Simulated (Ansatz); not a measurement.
An Ansatz (a program for electronic structure) input (plane-wave PAW DFT at the PBEsol level (Ansatz, 420 eV), without spin-orbit coupling):

Ansatz 0.2 input:
```yaml
crystal:
  lattice:
    - [2.2889801309, 0, 0]
    - [-1.1444900655, 1.9530196474, 0]
    - [0, 0, 3.5579994671]
  atoms:
    - { symbol: Be, position: [0.6666666667, 0.3333333333, 0.75] }
    - { symbol: Be, position: [0.3333333333, 0.6666666667, 0.25] }
basis: { ecutwfc: 420, ecutrho_ratio: 4, xc_grid: 2, fft_grid_basis: typed }
kpoints: { mp_grid: { grid: [29, 29, 16] } }
hamiltonian:
  xc: pbesol
  dispersion: none
  pseudopotentials: { kind: paw }
scf: { occupations: { method: fermi_dirac, width: 0.1 }, convergence: { dr2_threshold: 0.0000000002 } }
relax: { f_tol: 0.005, max_steps: 50 }
output: { forces: true, stress: true }
checkpoint: { write: state.ck, write_every: 1000 }
```

Problem. Which symmetry and how many k-points will the program report, and about how many plane waves at Γ?

Solution. Space group Cmcm (ITA 63) with 8 operations, k-points 2025 of 13456, and 311 plane waves at Γ.

Problem. And the final pressure?

Solution. -1.71 GPa (compression positive).

The cells carry an imposed strain or load. Whether these cells are dynamically stable was not tested. The cell was made from Be in the hcp (Mg type) structure (space group P6_3/mmc, No. 194) by this change: uniaxial strain ε_xx = +1.50 %.
